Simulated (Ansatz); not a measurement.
**NaI: energy against volume**

NaI (rock salt, Fm-3m, 32.800 Å³/atom and stress up to 0.01 GPa in the relaxed cell, cube axes along x, y and z) under an equal strain ε along all three axes. PBEsol in Ansatz, a plane-wave DFT program (PAW, default set), 420 eV, 9×9×9 Γ-centred mesh, Fermi-Dirac smearing 0.05 eV; ions are relaxed, or left where forces stay under 0.02 eV/Å, within the symmetry of each cell.

Here V stands for volume and E for E less E0.

```
volume (Å³/atom)  E less E0 (meV/atom)  pressure (GPa)
----------------  --------------------  --------------
30.8715                           6.90            1.21
31.3464                           3.83            0.87
31.8262                           1.69            0.56
32.3108                           0.43            0.27
32.8004                           0.00            0.01
33.2949                           0.36           -0.24
33.7943                           1.46           -0.47
34.2987                           3.27           -0.68
34.8080                           5.74           -0.87
35.8419                              ?               ?
```

The 9 complete rows are fitted with the third-order Birch-Murnaghan form, a cubic in V^(-2/3), E against V. With u = V^(-2/3) - 0.0976, the rows have u = 0.0040159, 0.0029869, 0.0019734, 0.0009753, -0.0000081, -0.0009768, -0.0019310, -0.0028713, -0.0037976. Least squares gives E = 0.001 + 35.2·u + 412967·u² + 1505189·u³. Residuals (row less fit): 0.000, -0.001, 0.000, 0.000, -0.001, 0.001, -0.002, 0.001, -0.001; standard error 0.001 (degrees of freedom: 5). Its minimum lies at u = -0.0000426, so V0 = (0.0975574)^(-3/2) = 32.82. There d²E/du² = 825500 and d³E/du³ = 9031000, so B0 = (4/9) × 32.82^(-7/3) × 825500 × 0.160218 = 17.0 GPa (the last factor turns the table's units into GPa), and B0' = 4 + (2/3) × 0.0975574 × (9031000)/825500 = 4.7. B0' rests on the cubic coefficient alone and has a standard error of 0.1 from these residuals.

Question: Predict the withheld E at V = 35.8419 from the fit, and compare with the calculation.

Answer: u = -0.0056103, so E = 0.001 + 35.2 × (-0.0056103) + 412967 × (-0.0056103)² + 1505189 × (-0.0056103)³ = 12.536 meV/atom. The calculation gives 12.52 meV/atom, 0.016 meV/atom below the prediction (0.1 % of the range of E in the table). The row lies outside the fitted rows, so this is an extrapolation. The scatter of the fitted rows lies at the last printed digit.

Spin-orbit coupling is left out, which can shift these values for the heavy elements here. Other structures, which can take over under pressure, weren't tried. The same form fitted to the pressure column gives B0' = 4.8; series where the two differ by over 0.4 aren't shown. Rows are the converged runs of the series near zero and its far end, less any whose ions stayed unrelaxed beside relaxed ones; series whose fitted rows scatter by over a few per cent of the range, as at a crossing or softening among them, aren't shown in this form.
